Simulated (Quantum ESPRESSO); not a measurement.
# Several settings converged on FeGe (P6mm, 6 atoms in the cell)

```yaml
crystal:
  lattice:
    - [4.97261, 0.00000, 0.00000]
    - [-2.48631, 4.30641, 0.00000]
    - [0.00000, 0.00000, 4.09518]
  atoms:
    - { symbol: Fe, position: [0.50000, 0.00000, 0.00000], spin: 4.0 }
    - { symbol: Fe, position: [0.50000, 0.50000, 0.00000], spin: 4.0 }
    - { symbol: Fe, position: [0.00000, 0.50000, 0.00000], spin: 4.0 }
    - { symbol: Ge, position: [0.00000, 0.00000, 0.01221] }
    - { symbol: Ge, position: [0.33333, 0.66667, 0.50000] }
    - { symbol: Ge, position: [0.66667, 0.33333, 0.50000] }
```
(The spins are starting values, not results.)

Base method: LDA (PZ), PSlibrary PAW (LDA) pseudopotentials (plane waves; Quantum ESPRESSO).

Base settings: ecutwfc = 55 Ry; ecutrho = 330 Ry; occupations = smearing; smearing = fd; degauss = 0.0073499 Ry; nspin = 2; potentials = {Fe: Fe.pz-n-kjpaw_psl.1.0.0.UPF, Ge: Ge.pz-n-kjpaw_psl.1.0.0.UPF}; K_POINTS = automatic 3 3 3 0 0 0; conv_thr = 1e-10 Ry; mixing_beta = 0.4.

The count of work is k-points × plane waves × bands × iterations; it is no time. Core times come from one kind of shared machine, to one figure; runs under 30 s give none.

**The plane-wave cutoff**

Moved along: ecutrho.

The second cell is the first with its lattice scaled by 0.98.

The mesh stays at the base's, so the ladder's end is converged at best in this setting alone.

Only quantities that move along the ladder and can be compared are tabulated.

| ecutwfc | free energy less the last step's (meV/atom) | energy of the compressed cell less the first (meV/atom) | pressure (GPa) | largest difference of a force vector from the last step's (eV/Å) | net moment (μB/atom) | count of work / last | core time / last (rough) |
|---|---|---|---|---|---|---|---|
| 19 Ry | 3243.18 | -19.99 | -159.81 | 0.043 | 0.618 | 0.063 | – |
| 25 Ry | 403.80 | -56.34 | -41.31 | 0.014 | 0.705 | 0.099 | 0.1 |
| 30 Ry | 61.41 | -39.92 | -15.91 | 0.002 | 0.732 | 0.14 | 0.2 |
| 55 Ry | 3.17 | -38.46 | -11.44 | 0.000 | 0.737 | 0.51 | 0.4 |
| 110 Ry | 0.00 | -38.54 | -11.36 | 0.000 | 0.737 | 1.0 | 1 |

Coarsest ecutwfc that holds the pressure within 0.2 GPa of the last step, with all finer ones: 55 Ry, at about 0.4 of the last step's time; the step before is off by 4.6 GPa.

Coarsest ecutwfc that holds the net moment within 0.02 μB/atom of the last step, with all finer ones: 30 Ry, at 0.14 of the last step's count of work and about 0.2 of the last step's time; the step before is off by 0.032 μB/atom.

Coarsest ecutwfc that holds the free energy within 5 meV/atom: not settled: the last two steps still differ by 3.2 meV/atom, over half the tolerance, so the ladder does not show it.

At the lowest cutoff the pressure lies 148 GPa under the last step's, the usual sign of Pulay stress in an incomplete plane-wave basis.

**The cutoff for other potential files**

Level: DFT, LDA (PW92), plane waves, PseudoDojo standard norm-conserving (LDA) pseudopotentials.

In this ladder: ecutrho = default; pseudopotentials = {Fe: Fe.upf, Ge: Ge.upf}.

The second cell is the first with its lattice scaled by 0.98.

The mesh stays at the base's, so the ladder's end is converged at best in this setting alone.

Only quantities that move along the ladder and can be compared are tabulated.

| ecutwfc | free energy less the last step's (meV/atom) | energy of the compressed cell less the first (meV/atom) | pressure (GPa) | largest difference of a force vector from the last step's (eV/Å) | net moment (μB/atom) | count of work / last | core time / last (rough) |
|---|---|---|---|---|---|---|---|
| 40 Ry | 32845.82 | 116.02 | -1311.90 | 0.104 | 0.702 | 0.16 | 0.1 |
| 63 Ry | 688.94 | -45.32 | -77.27 | 0.004 | 0.775 | 0.30 | 0.3 |
| 90 Ry | 0.61 | -43.62 | -12.13 | 0.000 | 0.777 | 0.54 | 0.5 |
| 135 Ry | 0.00 | -43.61 | -12.08 | 0.000 | 0.777 | 1.0 | 1 |

Coarsest ecutwfc that holds the energy of the compressed cell less the first within 1 meV/atom of the last step, with all finer ones: 90 Ry; the step before is off by 1.7 meV/atom.

Coarsest ecutwfc that holds the net moment within 0.02 μB/atom of the last step, with all finer ones: 63 Ry, at 0.30 of the last step's count of work and about 0.3 of the last step's time; the step before is off by 0.075 μB/atom.

Coarsest ecutwfc that holds the free energy within 2 meV/atom of the last step, with all finer ones: 90 Ry; the step before is off by 690 meV/atom.

At the lowest cutoff the pressure lies 1300 GPa under the last step's, the usual sign of Pulay stress in an incomplete plane-wave basis.

**The density cutoff**

The mesh stays at the base's, so the ladder's end is converged at best in this setting alone.

Only quantities that move along the ladder and can be compared are tabulated.

| ecutrho | free energy less the last step's (meV/atom) | core time / last (rough) |
|---|---|---|
| 110 Ry | -0.82 | 0.2 |
| 220 Ry | -0.02 | 0.6 |
| 330 Ry | -0.01 | 0.4 |
| 660 Ry | 0.00 | 1 |

Coarsest ecutrho that holds the free energy within 0.5 meV/atom of the last step, with all finer ones: 220 Ry; the step before is off by 0.82 meV/atom.

On the base run: the starting cell comes from a database of computed structures (which also holds hypothetical and non-ambient phases and stackings), without a prior relaxation at this level. Its lattice was rescaled by up to half a per cent. One atom was moved a little off its site on purpose. The magnetic order is the one reached from the typed start; others were not searched systematically. In the base run, with a pressure of about -11 GPa the cell is away from its equilibrium volume at this level. Without a gap this mesh is coarse (it stands for a supercell whose shortest vector is 12 Å).
